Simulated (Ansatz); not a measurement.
## Point defect Li on the Zn site + 1 H in wurtzite ZnO

Computed with PBE, PAW (plane waves to 420 eV; Ansatz, a program for electronic structure). Cell and caveats: 96-site cell; 2×2×2 shifted k-points; start: the Zn site; H antibonding at the neighbour; not converged in cell size; relaxed from one start, so a lower configuration may exist; flagged in the runs: a host whose relaxation on this sampling wasn't shown to rest.

Neighbours after relaxation, in Å: of the Li atom: O 1.92, O 1.92, O 1.93, O 2.72; of the H atom: O 0.98, Zn 2.20, Zn 2.20, O 2.23, O 2.23, Zn 2.29.

Formation energies E_f are those of the neutral cell. Chemical conditions: O-rich (Δμ(Zn) = -2.85 eV, Δμ(Li) = -2.82 eV, Δμ(H) = -1.25 eV, bounded by Li2O2 (P6_3/mmc), H2O molecule; only phases computed here count, gases as isolated molecules at 0 K). Reference phases: H: H2 molecule in a box, Li: bcc Li, Zn: hcp Zn.

The name describes the start; the neighbours show where the atoms ended.

```
charge         moment (μB)  largest move off a lattice site (Å)  E_f, O-rich (eV)
------  ------------------  -----------------------------------  ----------------
0       not spin-polarised                                 0.47              0.37
```

Flagged in the runs: a host whose relaxation on this sampling wasn't shown to rest.
